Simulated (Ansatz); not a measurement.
TaCuN2 (R-3m, No. 166, 4 atoms in the cell; start mp-8927) was calculated with r²SCAN in Ansatz (plane waves, PAW).

Numerical settings: plane-wave cutoff 560 eV, 12×12×12 k mesh, Fermi–Dirac smearing 0.01 eV, no spin polarisation, scalar-relativistic PAW data made under PBE.

Cell (relaxed at this level):

CuTaN2 is taken in the trigonal space group R-3m, hexagonal axes (No. 166), Pearson symbol hR4. Conventional cell: a = b = 3.139 Å, c = 17.387 Å, α = β = 90.00°, γ = 120.00°. Ta on 3b sees 6 N at 2.096 Å (octahedral). Cu on 3a is surrounded by 2 N at 1.845 Å (linear). N on 6c sees 1 Cu at 1.845 Å and 3 Ta at 2.096 Å (tetrahedral). (Neighbours: up to the widest gap in distance over summed covalent radii, below 1.35, at either atom; cation-cation and far metal-metal contacts left out.)
(The calculation used a cell of 4 atoms; values per cell refer to that cell.)

Problem. What does this level give for the band gap, direct gap at Γ and bulk modulus?

Solution. 
band gap: 0.75 eV (on the SCF k mesh)
direct gap at Γ: 2.60 eV
bulk modulus: 218 GPa

Note: the relaxation could not lower the start's symmetry, so the cell can be a saddle point above a distorted one; the bulk modulus is −V dP/dV from two relaxed cells at ±2 % in volume.

Spin–orbit coupling is not included.

Computed values are for the static lattice.

Computing time: roughly 120 core-seconds.

A start named mp-… is a Materials Project structure, which need not be a measured phase.

Ansatz is a first-principles code.
